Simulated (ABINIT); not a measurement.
Band structure of N₂ (P4_2/mnm, 4 atoms in the cell).

```xyz
4
Lattice="4.1474 0.0000 0.0000 0.0000 4.1474 0.0000 0.0000 0.0000 5.4288" Properties=species:S:1:pos:R:3 pbc="T T T"
N      3.7504     3.7504     0.0000
N      0.3970     0.3970     0.0000
N      2.4707     1.6767     2.7144
N      1.6767     2.4707     2.7144
```

Method: PBEsol, norm-conserving pseudopotentials (PseudoDojo nc-sr-04 PBEsol standard) (plane waves; ABINIT).

Settings: pseudos = [N.upf]; ecut = 42 Ha; occopt = 1; ngkpt = 6 6 4; nshiftk = 1; shiftk = 0 0 0; potentials = PseudoDojo nc-sr-04 PBEsol standard; kptopt = 1; nstep = 80; tolvrs1 = 1e-10; diemac = 6; ndtset = 2; getden2 = 1.

The starting cell comes from a database of computed structures (which also holds hypothetical and non-ambient phases and stackings), without a prior relaxation at this level. Its lattice was rescaled by a random factor within 2.5 % of one.

Q: Predict the gap along the standard path and the places of the band edges.

A: The gap along the path is 6.75 eV, from A to Γ; the smallest direct gap on it is 6.93 eV.

Levels in eV from the top of the valence band on the SCF mesh, bands 7 to 13:
```json
[
 {"point": "Γ", "7": "-1.37", "8": "-1.28", "9": "-0.91", "10": "-0.18", "11": "6.75", "12": "7.54", "13": "7.88"},
 {"point": "X", "7": "-1.56", "8": "-1.56", "9": "-0.21", "10": "-0.21", "11": "7.69", "12": "7.69", "13": "7.70"},
 {"point": "M", "7": "-1.51", "8": "-1.51", "9": "-0.03", "10": "-0.03", "11": "7.49", "12": "7.49", "13": "8.37"},
 {"point": "Z", "7": "-1.38", "8": "-1.38", "9": "-0.40", "10": "-0.40", "11": "7.12", "12": "7.12", "13": "7.87"},
 {"point": "R", "7": "-1.37", "8": "-1.37", "9": "-0.26", "10": "-0.26", "11": "7.36", "12": "7.36", "13": "7.96"},
 {"point": "A", "7": "-1.54", "8": "-1.54", "9": "0.00", "10": "0.00", "11": "7.51", "12": "7.51", "13": "8.37"}
]
```
